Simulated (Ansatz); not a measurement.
**BeS: response to strain**

Take BeS in the zinc blende structure (space group F-43m, No. 216; a = 4.8686 Å) as the base. Axes: x, y, z lie along the cube axes.

Strains are applied to the cell and any free atomic positions relax; under biaxial strain the out-of-plane vector relaxes too.

Calculations: plane-wave PAW DFT at the r2SCAN level (Ansatz, a first-principles code, 500 eV), no SOC.

| biaxial strain, plane normal [001], relaxed out of plane (%) | band gap (eV) |
|---|---|
| -3 | 3.25 |
| -2.5 | 3.31 |
| -2 | 3.37 |
| -1.5 | ? |
| -1 | 3.48 |
| -0.5 | 3.54 |
| 0 | 3.59 |

Question: Fit E_g = E₀ + Dε (ε in %) to the rows shown and predict the withheld row.

Answer: Least squares on the printed values gives E₀ = 3.59 eV, D = 114 meV per % of strain (largest residual 0.00 eV); this predicts 3.42 eV, and the run gives 3.42 eV, in agreement.

Stability against distortions was not tested.
